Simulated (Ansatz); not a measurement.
Levels about the gap of amorphous Ti$_{16}$O$_{32}$ (48 atoms in a cell of 610 Å³, 3.48 g/cm³; zone centre alone, so wide bands show as single levels with stretches between that a denser mesh fills), at the geometry that PBE relaxed, where it gives 0.1 GPa on a denser mesh. The participation number counts the atoms over which a state spreads; weights are charges in smoothed Voronoi cells. The levels come from a single point, so bond lengths are those of that geometry. Method of the levels: r2SCAN, scalar-relativistic without spin-orbit coupling (Ansatz, an electronic-structure program). Sampling: the zone centre alone; Fermi-Dirac width 0.02 eV; no spin polarisation.

It comes from a melt-quench run on a machine-learned potential (CHGNet), relaxed afterwards by DFT. O atoms were pushed apart under 1.9 Å during the dynamics, to hinder bonds among them. The hot cell started wider than the set density and was brought back towards it in steps. It is the lowest in DFT energy of 2 quenches. It is a model cell: composition and starting density were chosen by hand, and all elements were melted together. No dispersion term was used. Its density started from a set value of 3.76 and ended at 3.48 g/cm³. The quench (nominally 240 K/ps over its main leg) was far faster than any real one, so the model tends to hold more defects than a real film. Values belong to this one cell and scatter from quench to quench. The volume was free in the relaxation, at fixed shape. Stress components on the final sampling reach 2.5 GPa.

| E - E(highest filled), eV | filling | participation number | largest on | weight O | weight Ti |
|---|---|---|---|---|---|
| -0.44 | filled | 22.8 | O, 2 neighbours | 0.93 | 0.07 |
| -0.34 | filled | 13.7 | O, 2 neighbours | 0.92 | 0.08 |
| -0.32 | filled | 13.3 | O, 4 neighbours | 0.92 | 0.08 |
| -0.25 | filled | 17.1 | O, 4 neighbours | 0.94 | 0.06 |
| -0.17 | filled | 17.0 | O, 3 neighbours | 0.94 | 0.06 |
| -0.11 | filled | 14.1 | O, 3 neighbours | 0.93 | 0.07 |
| 0.00 | filled | 9.4 | O, 2 neighbours | 0.92 | 0.08 |
| 3.07 | empty | 13.2 | Ti, 6 neighbours | 0.19 | 0.81 |
| 3.10 | empty | 8.9 | Ti, 6 neighbours | 0.19 | 0.81 |
| 3.21 | empty | 14.4 | Ti, 6 neighbours | 0.18 | 0.82 |
| 3.28 | empty | 11.1 | Ti, 5 neighbours | 0.18 | 0.82 |
| 3.34 | empty | 8.7 | Ti, 5 neighbours | 0.18 | 0.82 |
| 3.38 | empty | 10.1 | Ti, 7 neighbours | 0.17 | 0.83 |
| 3.42 | empty | 14.3 | Ti, 6 neighbours | 0.17 | 0.83 |

Most localised among these is the empty level at +3.34 eV, on a Ti atom, which has 5 neighbours (O 1.76 Å, O 1.91 Å, O 2.01 Å, O 2.02 Å, O 2.04 Å).
